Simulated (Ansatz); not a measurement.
The starting structures come from a database of crystals and need not be the phases stable at ambient conditions.

 Where the default PAW files enter, the runs use the earlier of Ansatz's two default sets.

Consider the following.

```
PbI2
1.0
    4.55446     0.00000     0.00000
    0.00000    14.02137     0.00000
    2.27723     0.00000     3.94427
Pb I
2 4
Cartesian
  4.55446   7.01100   2.62952
  2.27723  14.02168   1.31476
  4.55446   1.89215   2.62952
  2.27723   8.90284   1.31476
  0.00000  12.12891   0.00000
  0.00000   5.11822   0.00000
```

Space group of this cell: P6_3mc. The cell was relaxed by PBE-D3(BJ).

Transport runs along the normal of the first two printed cell vectors, the (100) plane of the conventional cell.

No gap correction and no spin-orbit coupling; mid-gap values are interpolated between computed energies.

Compute, with PBEsol (Ansatz, a quantum-chemistry and plane-wave program), the band gap and the smallest decay constant κ at mid-gap.

Gap 2.10 eV on a 8×2×8 mesh; κ = 0.195 1/Å, at the zone centre.
